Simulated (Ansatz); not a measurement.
An Ansatz (a first-principles code) input (DFT with PBE, PAW potentials and a 420 eV plane-wave cutoff in Ansatz, no SOC, earlier PAW set):

Ansatz 0.2 input:
```yaml
crystal:
  lattice:
    - [0, 2.8633507524, 2.8633507524]
    - [2.8633507524, 0, 2.8633507524]
    - [2.8633507524, 2.8633507524, 0]
  atoms:
    - { symbol: W, position: [0.25, 0.25, 0.25] }
    - { symbol: Ga, position: [0, 0, 0] }
basis: { ecutwfc: 420, ecutrho_ratio: 4, xc_grid: 2, fft_grid_basis: typed }
kpoints: { mp_grid: { grid: [14, 14, 14] } }
hamiltonian:
  xc: pbe
  dispersion: none
  pseudopotentials: { azcp: { folder: ./paw }, kind: paw }
scf: { occupations: { method: fermi_dirac, width: 0.05 }, convergence: { dr2_threshold: 0.0000000002 } }
output: { forces: true, stress: true }
checkpoint: { write: state.ck, write_every: 1000 }
```

Task: Which symmetry and how many k-points will the program report, and about how many plane waves at Γ?

Result: Space group F-43m (ITA 216) with 24 operations, k-points 104 of 2744, and 941 plane waves at Γ.

Whether these cells are dynamically stable was not tested. The final runs are not spin-polarised. An odd electron count without spin: GaW. The cell was made from GaP by this change: P → W; the result is a hypothetical phase, not in the database extracts checked. GaW has a high density of states at the Fermi level and may be magnetic at this level.
